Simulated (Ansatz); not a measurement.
Ansatz (a program for electronic structure), DFT, LDA, plane waves, its default PAW files: GePt, atoms displaced (from the phase in space group 62, mp-542640) (Ge4Pt4), 8 atoms. Basis and mesh were picked for this test and aren't claimed converged.

```yaml
cell: 5.76, 3.73, 6.11 Å; 90, 90, 90°
distance_to_the_nearest_atom: 2.45 to 2.50 Å
task: single point
k mesh: 4×6×4
hamiltonian.xc: lda
kind_of_files: paw
scf.occupations.method: fermi_dirac
scf.occupations.width: 0.05 eV
output.forces: true
binding of workers (--pin): off
k-point pools (--kpoint-pools): 1
memory maximum (--max-ram): 8GiB
accuracy: medium (default)
basis.precision: auto (default)
basis.xc_grid: 1 (default)
scf.mixing.algorithm: auto (default)
scf.mixing.preconditioner: auto (default)
scf.convergence.dr2_threshold: 1.31216e-07 (default)
scf.lower_state_search: light (default)
k-points after symmetry: 52
bands_at_the_start: 72
electrons: 128
plane waves at Γ: 2567
cutoff (eV): 420
FFT grid: 40×25×45
symmetry_operations: 1
```

One run each.

All on 4 threads. Base settings, kept where nothing else is said: scf.eigensolver.kind = auto (default), scf.eigensolver.mixed_precision = false (default), scf.eigensolver.cushion = auto (default), scf.eigensolver.full_accuracy = false (default), scf.algorithm = auto (default) (scf.eigensolver.max_subspace_factor, scf.eigensolver.real_solve not set). The settings tried:
- scf.eigensolver.kind = davidson, scf.eigensolver.cushion = true
- scf.eigensolver.full_accuracy = true
- scf.eigensolver.kind = davidson, scf.eigensolver.mixed_precision = true
- the base settings
- scf.eigensolver.real_solve = false
- scf.eigensolver.mixed_precision = true
- scf.eigensolver.kind = davidson
- scf.algorithm = density_mixing
- scf.algorithm = direct_min
- scf.eigensolver.kind = davidson, scf.eigensolver.max_subspace_factor = 6
- scf.eigensolver.kind = davidson, scf.eigensolver.max_subspace_factor = 2

### Question
Which settings need the fewest applications of H to a band, which the most, and do any fail to converge?

### Answer
Fewest applications of H to a band, with those close behind: scf.eigensolver.real_solve = false (59419); the base settings (59457); scf.algorithm = density_mixing (59457). Most among those that reach the base run's result: scf.algorithm = direct_min (229664). All converged. In the base run the program took: scf.mixing.algorithm MSR1, scf.eigensolver.kind band_cg, --slots 4.

```tsv
setting	applications of H to a band	SCF iterations	end
scf.eigensolver.real_solve = false	59419	8	converged
the base settings	59457	8	converged
scf.algorithm = density_mixing	59457	8	converged
scf.eigensolver.kind = davidson, scf.eigensolver.mixed_precision = true	90262	8	converged
scf.eigensolver.mixed_precision = true	90262	8	converged
scf.eigensolver.kind = davidson	90300	8	converged
scf.eigensolver.kind = davidson, scf.eigensolver.max_subspace_factor = 6	90300	8	converged
scf.eigensolver.kind = davidson, scf.eigensolver.cushion = true	94400	8	converged
scf.eigensolver.kind = davidson, scf.eigensolver.max_subspace_factor = 2	97301	8	converged
scf.eigensolver.full_accuracy = true	137858	8	converged
scf.algorithm = direct_min	229664	8	converged
```

An iteration's cost differs between solvers, so these counts don't give the time.

Keys are those of Ansatz 0.2.
